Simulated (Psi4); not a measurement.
Psi4 1.11, PBE/def2-svp: In(H)(F)(Vi) (C=[CH][InH][F]), 8 atoms. The geometry is a generated start, not checked to be a minimum at this level.

```yaml
task: energy
method: pbe
basis: def2-svp
memory: 3 GB
maxiter: 100
keys_of_the_molecule_block: symmetry c1
scf_type: df (default)
e_convergence: 1e-06 (default)
d_convergence: 1e-06 (default)
dft_radial_points: 75 (default)
dft_spherical_points: 302 (default)
effective_core_potentials: those of the basis set, past Kr
basis_functions: 88
grid_points: 173789
```

```xyz
8

In    -0.5776     1.1247     0.9436
H     -2.1034     1.0901     1.7606
F      0.4484     2.7480     1.4287
C      0.5445    -0.1471    -0.4741
C      0.1803    -1.3609    -0.8336
H      1.4520     0.3311    -0.8297
H      0.7765    -1.9493    -1.5232
H     -0.7208    -1.8365    -0.4724
```

With the defaults (diis = true, scf_initial_accelerator = adiis, damping_percentage = 0, soscf = false, soscf_start_convergence = 0.01, guess = auto, which took SAD, diis_max_vecs = 10, level_shift = 0, level_shift_cutoff = 0.01, diis_start = 1) it converges in 10 SCF iterations. One run each on 2 threads, with these changes:
- diis_start = 4
- diis = false, scf_initial_accelerator = none, damping_percentage = 60
- soscf = true, soscf_start_convergence = 0.001
- level_shift = 0.5, level_shift_cutoff = 0.001
- guess = modhuckel
- guess = sapgau
- soscf = true
- scf_initial_accelerator = ediis
- diis_max_vecs = 6

Question: Which of these changes keep the SCF from converging, or lead it to another solution?

Answer: No convergence: diis = false, scf_initial_accelerator = none, damping_percentage = 60 (the run ends without SCF convergence in 100 iterations). The rest reach the solution of the defaults.

```tsv
setting	SCF iterations	JK calls	end
soscf = true	7	23	same solution
soscf = true, soscf_start_convergence = 0.001	8	19	same solution
the defaults	10	11	same solution
scf_initial_accelerator = ediis	10	11	same solution
level_shift = 0.5, level_shift_cutoff = 0.001	10	11	same solution
diis_max_vecs = 6	11	12	same solution
guess = modhuckel	14	36	same solution
guess = sapgau	15	15	same solution
diis_start = 4	18	19	same solution
diis = false, scf_initial_accelerator = none, damping_percentage = 60	100	101	no convergence
```

An SOSCF iteration holds several JK calls; a Hückel guess adds calls on atoms.
